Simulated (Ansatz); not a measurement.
Defect migration in monoclinic HfO2 with all lengths changed by -1 %: Hf vacancy, charge state -4. Level of theory: PBE, PAW (plane waves to 420 eV; Ansatz, an electronic-structure program).

96-site cell at the strained lattice (strain from the relaxed PBE one, atoms relaxed), the Γ point alone, smearing 0.01 eV, spin-restricted, no finite-size correction. Energies are static. Spin-orbit coupling is left out. The charge state is imposed; whether it is stable for some Fermi level was not computed. Forms of the defect that were not tried may lie lower.

The step: one Hf atom jumps into the vacancy from a nearby Hf site; the atom moves 2.93 Å along (0.48, -0.08, 0.37) of the unit cell; the moving atom starts with neighbours O at 1.93, O at 1.98, O at 2.06, O at 2.24, O at 2.28, O at 2.35, O at 2.40 Å and ends with O at 1.93, O at 1.98, O at 2.06, O at 2.24, O at 2.28, O at 2.35, O at 2.40 Å. On the band's own sampling the forward barrier is 2.13 eV. Harmonic modes of the moving Hf atom alone, all others held, come from finite differences of 0.015 Å. The saddle point's order was not checked.

**Question.** Which three frequencies does the atom have at the start and at the saddle point?

**Answer.** start 5.2, 5.4, 6.1 THz; saddle point 1.6i, 6.1 and 8.1 THz.

**Question.** What attempt frequency and zero-point change of the barrier follow from these modes alone, and what classical rate at 700 K?

**Answer.** ν = (5.2 × 5.4 × 6.1) / (6.1 × 8.1) ≈ 3.5 THz. The zero-point energy changes the barrier by h/2 × (14.2 − 16.7) THz = -0.005 eV. The classical rate is ν exp(−2.13/0.0603) ≈ 0.002 s⁻¹. One atom's modes give a rough prefactor, not that of the whole cell.
